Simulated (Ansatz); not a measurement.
# Quick settings and what they miss: Al2Ru (Fddd, 6 atoms in the cell)

Self-consistent single point.

```yaml
crystal:
  lattice:
    - [0.00000, 4.00420, 4.40733]
    - [2.36094, 0.00000, 4.40733]
    - [2.36094, 4.00420, 0.00000]
  atoms:
    - { symbol: Al, position: [0.07906, 0.42094, 0.07906] }
    - { symbol: Al, position: [0.42094, 0.07906, 0.42094] }
    - { symbol: Al, position: [0.17094, 0.82906, 0.17094] }
    - { symbol: Al, position: [0.82906, 0.17094, 0.82906] }
    - { symbol: Ru, position: [0.75000, 0.75000, 0.75000] }
    - { symbol: Ru, position: [0.50000, 0.50000, 0.50000] }
```

Method: PBEsol, PAW files made with PBE (plane waves; Ansatz, a program for electronic structure).

Base settings: basis.ecutwfc = 30.9 Ry; kpoints.mp_grid.grid = 5 5 5; hamiltonian.xc = pbesol; hamiltonian.pseudopotentials = {kind: paw} (the program's default PAW files); scf.occupations.method = methfessel_paxton; scf.occupations.width = 0.0073 Ry.

Tight run (finer mesh or higher cutoff; not a proven limit): basis.ecutwfc: 30.9 Ry → 43.4 Ry; kpoints.mp_grid.grid: 5 5 5 → 7 7 7; scf.convergence.dr2_threshold: default (1e-07 eV) → 1e-09 eV. It gave pressure -2.47 GPa; largest force (vector length) 0.030 eV/Å.

Quick runs, as changes from the base:
- A: the base itself
- B: basis.ecutwfc: 30.9 Ry → 24.6 Ry; kpoints.mp_grid.grid: 5 5 5 → 2 2 2; scf.convergence.dr2_threshold: default (1e-07 eV) → 0.0001 eV
- C: kpoints.mp_grid.grid: 5 5 5 → 4 4 4; hamiltonian.xc: pbesol → lda; scf.occupations.width: 0.0073 Ry → 0.0147 Ry [LDA (PW92)]
- D: basis.ecutwfc: 30.9 Ry → 24.6 Ry; kpoints.mp_grid.grid: 5 5 5 → 6 6 6; scf.convergence.dr2_threshold: default (1e-07 eV) → 0.0001 eV
- E: basis.ecutwfc: 30.9 Ry → 15.4 Ry; kpoints.mp_grid.grid: 5 5 5 → 2 2 2; scf.occupations.method: methfessel_paxton → gaussian; scf.occupations.width: 0.0073 Ry → 0.0147 Ry
- F: basis.ecutwfc: 30.9 Ry → 18.4 Ry; kpoints.mp_grid.grid: 5 5 5 → 1 1 1; scf.occupations.width: 0.0073 Ry → 0.0147 Ry

Energies are extrapolated to zero smearing width, which holds to low order in the width alone.

Dashes: energy of C, another energy zero.

† marks runs with another functional, U, potentials or spin treatment: their distance from the tight run is not a convergence error alone.

The count of work is k-points × plane waves × bands × iterations; it is no time. 

Pressures in the table are Ansatz's without its Pulay estimate, at a fixed set of plane waves; the tight run's value above holds the estimate.

The starting cell comes from a database of computed structures (which also holds hypothetical and non-ambient phases and stackings), without a prior relaxation at this level. Its lattice was rescaled by a random factor within 2.5 % of one. Spin polarisation is off.

| run | energy less tight (meV/atom) | pressure less tight (GPa) | largest miss in a force vector (eV/Å) | count of work / tight |
|---|---|---|---|---|
| A | 1.0 | -0.06 | 0.000 | 0.22 |
| B | 30.4 | -0.81 | 0.006 | 0.020 |
| C† | – | -4.15 | 0.038 | 0.15 |
| D | 17.1 | -1.42 | 0.005 | 0.19 |
| E | 1666.4 | -83.48 | 0.227 | 0.018 |
| F | 1564.9 | -25.67 | 0.510 | 0.0043 |

Among the runs at the tight run's level, the energy misses run from 1.0 to 1666.4 meV/atom.

Left out of this page: 2 runs of the series with a known weakness of the program.

Keys are those of Ansatz 0.2.
